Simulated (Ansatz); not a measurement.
Abridged Ansatz (a program for electronic structure) output:

```
Pseudopotential: Li, paw, valence charge 3
Pseudopotential: Mo, paw, valence charge 14
Pseudopotential: O, paw, valence charge 6
Crystal: 10 atoms, lattice volume = 102.314 Å³
Basis set: ecut = 500 eV, 2615 PW (Γ), exchange–correlation on 160×160×160 points (64 copies of the dense FFT grid, shifted against one another)
Bands: 45, of which v1, the nominal top of the filled ones, is band 35 counted from 1 (34 counted from 0)
Symmetry: 6 space group operations
k-points: 146 of 1331 (time reversal used)
Functional: x = r2scan, c = r2scan; τ floored in thin density (d = 2e-4 eV/Å³)
SCF iter   1: F=—  HF=-13763.222100 eV  |F-HF|=—  |Δ(HF+E_count)|=         —  Δρ=1.73e-2  dr2=4.25e-1  dr2_τ=5.37e-1  ethr=1.77e-3  ⟨swp⟩=6.1  Hψ=25838  notcnv=0  defer=20
SCF iter   2: F=—  HF=-13763.284451 eV  |F-HF|=—  |Δ(HF+E_count)|=   6.24e-2  Δρ=6.27e-3  dr2=1.86e-2  dr2_τ=2.69e-2  ethr=6.07e-4  ⟨swp⟩=2.9  Hψ=13140  notcnv=0  defer=299
SCF 1 converged in 8 iterations: F = -13763.283367 eV  dr2 = 9.26e-11
SCF converged after 8 iterations
Free energy (F): -13763.283367 eV
Internal energy: -13763.259596 eV  (E = F + TS)
E sigma→0 (E₀):  -13763.271482 eV
Entropy (-TS):   -0.023772 eV (-2.377 meV/atom)
Fermi energy:    10.354943 eV
--- Forces (eV/Å), atoms counted from 1 ---
  atom   1  Li    -0.00000000    -0.00000000    -0.00009294
  atom   2  Li    -0.00000000    -0.00000000    -0.00009294
  atom   3  Mo     0.00000000    -0.00000000    -0.00037369
  atom   4  Mo    -0.00000000    -0.00000000    -0.00037369
  atom   5  O      0.00019921    -0.00003651     0.00016168
  atom   6  O     -0.00013123    -0.00015426     0.00016168
  atom   7  O     -0.00006798     0.00019078     0.00016168
  atom   8  O      0.00013123    -0.00015426     0.00016168
  atom   9  O     -0.00019921    -0.00003651     0.00016168
  atom  10  O      0.00006798     0.00019078     0.00016168
--- Stress (GPa, compression-positive) ---
       -0.000212       0.000000      -0.000000
        0.000000      -0.000212      -0.000000
       -0.000000      -0.000000      -0.003772
  P = ⅓ Tr σ = -0.0014 GPa (-0.014 kbar)
```

**Question.** What was computed, and what are the main results?

**Answer.** LiMoO3, 10 atoms in the cell, with Ansatz, r2SCAN, PAW, cutoff 500 eV, without spin-orbit coupling. The last SCF converged to F = -13763.283367 eV, or -1376.3283 eV per atom, at a pressure of 0.00 GPa. The total energy compares only with runs of the same code, potentials and settings.

Whether these cells are dynamically stable was not tested. No Hubbard U is applied, and correlation can decide whether such a compound is a metal. All final runs are without spin polarisation. The cell was made from LiNbO3 by this change: Nb → Mo; the result is a hypothetical phase, not in the database extracts checked.
